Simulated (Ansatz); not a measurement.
A zone-centre phonon calculation of BaPb (Cmcm, 4 atoms in the cell) with Ansatz (a program for electronic structure).

Computed with LDA (PW92), default PAW files made with PBE (plane waves; Ansatz).

```yaml
crystal:
  lattice:
    - [2.70207, -6.41329, 0.00000]
    - [2.70207, 6.41329, 0.00000]
    - [0.00000, 0.00000, 4.90936]
  atoms:
    - { symbol: Ba, position: [0.86697, 0.13303, 0.75000] }
    - { symbol: Ba, position: [0.13303, 0.86697, 0.25000] }
    - { symbol: Pb, position: [0.57703, 0.42297, 0.75000] }
    - { symbol: Pb, position: [0.42297, 0.57703, 0.25000] }
```

Reference input (self-consistent single point, DFT, LDA (PW92), plane waves, default PAW files made with PBE): basis.ecutwfc = 30.9 Ry; kpoints.mp_grid.grid = 6 6 6; hamiltonian.xc = lda; hamiltonian.pseudopotentials = {kind: paw} (the program's default PAW files); scf.occupations.method = fermi_dirac; scf.occupations.width = 0.0073 Ry. This run's input differs from it in these lines:

Ansatz 0.2 input:
```diff
@@ -19,7 +19,5 @@
 scf:
-  occupations: { method: fermi_dirac, width: 0.0073 Ry }
-output:
-  forces: true
-  eigenvalues: true
-  stress: true
+  occupations: { method: fermi_dirac, width: 0.0147 Ry }
+phonons:
+  method: dfpt
```

Output, abridged:

```
SCF iter   1: F=—  HF=-34766.521088 eV  |F-HF|=—  |Δ(HF+E_count)|=         —  Δρ=3.73e-3  dr2=2.11e-2  ethr=1.77e-3  ⟨swp⟩=9.3  Hψ=9094  notcnv=0
all-band conjugate gradients solve this SCF's bands
preconditioner: auto → Kerker (q_TF=auto, 2.209 Å⁻¹)
SCF iter   2: F=—  HF=-34766.515414 eV  |F-HF|=—  |Δ(HF+E_count)|=   5.67e-3  Δρ=2.10e-3  dr2=8.54e-3  ethr=4.40e-5  ⟨swp⟩=2.2  Hψ=3151  notcnv=0
   [... lines left out ...]
SCF iter   8: F=—  HF=-34766.513503 eV  |F-HF|=—  |Δ(HF+E_count)|=   3.59e-8  Δρ=1.02e-6  dr2=3.90e-9  ethr=3.10e-10  ⟨swp⟩=2.9  Hψ=3144  notcnv=0
SCF iter   9: F=—  HF=-34766.513503 eV  |F-HF|=—  |Δ(HF+E_count)|=  8.00e-10  Δρ=3.87e-7  dr2=4.97e-10  ethr=8.12e-12  ⟨swp⟩=2.0  Hψ=2869  notcnv=0
SCF iter  10: F=—  HF=-34766.513503 eV  |F-HF|=—  |Δ(HF+E_count)|=  6.55e-11  Δρ=1.37e-7  dr2=5.00e-11  ethr=1.03e-12  ⟨swp⟩=2.0  Hψ=2773  notcnv=0
SCF iter  11: F=-34766.513503 eV  HF=-34766.513503 eV  |F-HF|=1.46e-11  |Δ(HF+E_count)|=  2.18e-11  Δρ=2.94e-8  dr2=3.54e-12  ethr=1.00e-12  ⟨swp⟩=6.7  Hψ=8585  notcnv=0
SCF 1 converged in 11 iterations: F = -34766.513503 eV  dr2 = 3.54e-12
DFPT response loops at Γ: preconditioner auto → Kerker (q_TF=auto, 2.209 Å⁻¹) (partly filled bands, converged f_vac=0.000) …
Free energy (F): -34766.513503 eV
Internal energy: -34766.211421 eV  (E = F + TS)
E sigma→0 (E₀):  -34766.362462 eV
Entropy (-TS):   -0.302082 eV (-75.521 meV/atom)
Fermi energy:    7.803570 eV
--- Phonons (Γ-DFPT): 6 representative perturbations + reference, on 52 of 216 k-points (Σ response iterations 18) ---
  k mesh reduced under 4 symmetry operations, with k and −k counted as one. Each operation leaves every solved displacement unchanged or reverses it
  ASR residual: 1.214e-4 → 0.000e0 eV/Å²; symmetrization residual: 4.098e-5 eV/Å²
  ASR residual per site (eV/Å²): 1.21e-4 1.21e-4 4.67e-5 4.67e-5
  Γ frequencies (cm⁻¹): 0.00 0.00 0.00 39.60 57.38 59.91 63.02 70.02 70.34 72.50 88.22 90.31
  non-analytic LO–TO correction: not included (Born effective charges unavailable; polar crystals: no LO–TO splitting at Γ)
```

The run converged in 11 iterations. 

Summary of the result:
```
Quantity                                                                                        Value
--------------------------------------------------------  -------------------------------------------
Free energy E − TS (on the zero of these files)                                        -34766.5135 eV
Fermi level (on the code's own zero)                                                          7.80 eV
Zone-centre frequencies (cm⁻¹; negative means imaginary)  0, 0, 0, 40, 57, 60, 63, 70, 70, 72, 88, 90
```

The starting cell comes from a database of computed structures (which also holds hypothetical and non-ambient phases and stackings), without a prior relaxation at this level. Its lattice was rescaled by up to half a per cent.

Cost on one core of a shared machine: roughly 4 min.
